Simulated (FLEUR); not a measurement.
Band structure of VH (Fm-3m, 2 atoms in the cell).

```
CELL_PARAMETERS angstrom
      0.00000     1.96375     1.96375
      1.96375     0.00000     1.96375
      1.96375     1.96375     0.00000
ATOMIC_POSITIONS crystal
  V  0.00000 0.00000 0.00000
  H  0.50000 0.50000 0.50000
```

Method of the run: PBEsol, all-electron FLAPW (FLEUR), scalar-relativistic valence.

Settings: Kmax = 4 1/bohr; GmaxXC = 20 1/bohr; xcFunctional = PBEs; jspins = 1; l_soc = F; mode = hist; fermiSmearingEnergy = 0.00367493 Htr; mesh (inpgen div1-3) = 14 14 14; inpgen gamma flag = true; Gmax = 20 1/bohr; numbands = 0; maxIterBroyd = 15; imix = Anderson; alpha = 0.05.

The starting cell comes from a database of computed structures (which also holds hypothetical and non-ambient phases and stackings), without a prior relaxation at this level. Spin polarisation is off. Values depend on the basis (sphere radii, cutoffs, local orbitals), which need not be converged.

Levels in eV from the Fermi level, bands 4 to 11:
```json
[
 {"point": "Γ", "4": "-37.48", "5": "-10.55", "6": "-0.08", "7": "-0.08", "8": "-0.08", "9": "1.41", "10": "1.41", "11": "12.76"},
 {"point": "X", "4": "-37.72", "5": "-7.60", "6": "-2.71", "7": "1.67", "8": "2.50", "9": "2.97", "10": "2.97", "11": "6.77"},
 {"point": "W", "4": "-37.73", "5": "-6.71", "6": "-1.44", "7": "-1.44", "8": "0.83", "9": "2.97", "10": "5.99", "11": "7.49"},
 {"point": "K", "4": "-37.67", "5": "-6.80", "6": "-2.34", "7": "-0.42", "8": "1.35", "9": "2.55", "10": "5.13", "11": "6.27"},
 {"point": "L", "4": "-37.56", "5": "-5.40", "6": "-3.88", "7": "-0.50", "8": "-0.50", "9": "2.60", "10": "2.60", "11": "7.30"},
 {"point": "U", "4": "-37.67", "5": "-6.80", "6": "-2.34", "7": "-0.42", "8": "1.35", "9": "2.55", "10": "5.13", "11": "6.27"}
]
```
